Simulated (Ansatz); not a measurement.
Structures of equal composition on the (111)B surface of 3C silicon carbide (C plane on top): (√3x√3)R30° Ge adatom at H3; (√3x√3)R30° Ge adatom at T4. The slabs share one bottom face, and each structure is named by its start. These are constructed structures in small cells; real faces may alloy, dewet or reconstruct in larger ones, and not all known structures of the face are among them. Slabs of about 11 Å with all that they carry, Fermi-Dirac smearing of 0.025 eV. Bottom of the slabs: H caps. Relaxed from the named starts with such symmetry as they have, on meshes of like density; energies extrapolated to zero smearing; no spin-orbit coupling, no U. Spin-polarised runs, if any, are marked in brackets, and their order is one that fits the cell; the others ran without spin. Where a second, spin-polarised start was run, the lower counts.

Host crystal: 3C silicon carbide, with a band gap (PBE, scalar-relativistic without spin-orbit coupling).

Computed with PBE (plane waves to 420 eV, PAW; Ansatz, a first-principles code).

Question: Order them by energy per 1x1 cell (lowest first) at the level PBE.

Answer: (√3x√3)R30° Ge adatom at H3 (0.000 eV [spin, 1.0 μB a cell], gap 0.24 eV on the mesh), (√3x√3)R30° Ge adatom at T4 (0.021 eV [spin, 1.0 μB a cell], a narrow gap of 0.17 eV by band count)
